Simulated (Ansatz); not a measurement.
**La2O3, pressure series**

Base system: La2O3 (space group P-3m1, No. 164; a = 3.940 Å, c = 6.188 Å).

Cell and atoms are relaxed at each pressure.

Method: DFT with PBE, PAW potentials and a 420 eV plane-wave cutoff in Ansatz (a quantum-chemistry and plane-wave program), spin-orbit coupling left out, earlier PAW set.

```csv
pressure (GPa),volume per atom (Å³/atom)
-2,16.963
-1,16.800
0,16.642
0.9,16.508
2.1,?
4.5,16.014
9,15.479
15,14.871
30,13.718
```

Q: Fit the third-order Birch–Murnaghan form P(V) = (3B₀/2)[(V₀/V)^(7/3) − (V₀/V)^(5/3)]·[1 + (3/4)(B₀′ − 4)((V₀/V)^(2/3) − 1)] (squares taken in P) to the rows shown and predict the withheld row.

A: Least squares on the printed values gives V₀ = 16.643 Å³/atom, B₀ = 108 GPa, B₀′ = 3.7; this predicts 16.334 Å³/atom, and the run gives 16.336 Å³/atom, 0.002 higher.

Load acts through the strain it causes; cell and atoms are relaxed under it. No phonon test of stability was made. No other phases were tried under pressure.
